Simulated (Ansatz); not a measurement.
**MoS2: response to strain**

Take MoS$_{2}$ in the 3R-MoS2 type structure (space group R3m, No. 160; layered, stacked along the Cartesian z axis) as the base.

```xyz
3
Lattice="1.5766 0.9103 5.9979 -1.5766 0.9103 5.9979 0.0000 -1.8205 5.9979" Properties=species:S:1:pos:R:3 pbc="T T T"
Mo     0.0000     0.0000     0.0003
S      0.0000     0.0000    13.5588
S      0.0000     0.0000    10.4319
```

Cartesian axes are those of the cell as printed.

Strains are applied to the cell and any free atomic positions relax; under biaxial strain the out-of-plane vector relaxes too.

Computed with PBE-D3(BJ) (Ansatz, a quantum-chemistry and plane-wave program, PAW, no SOC), earlier PAW set.

Candidates:
(a) isotropic strain −4.11 %
(b) biaxial strain −3.27 %, plane normal [001], relaxed out of plane
(c) isotropic strain +4.45 %
(d) biaxial strain −3.39 %, plane normal [001], relaxed out of plane

Notes on the quantities. energy relative to the base: free energy F.

Question: Order them by energy relative to the base, highest first.

Answer: (a) isotropic strain −4.11 % (+73 meV/atom), (c) isotropic strain +4.45 % (+65 meV/atom), (d) biaxial strain −3.39 %, plane normal [001], relaxed out of plane (+37 meV/atom), (b) biaxial strain −3.27 %, plane normal [001], relaxed out of plane (+35 meV/atom)

Whether these cells are dynamically stable was not tested.
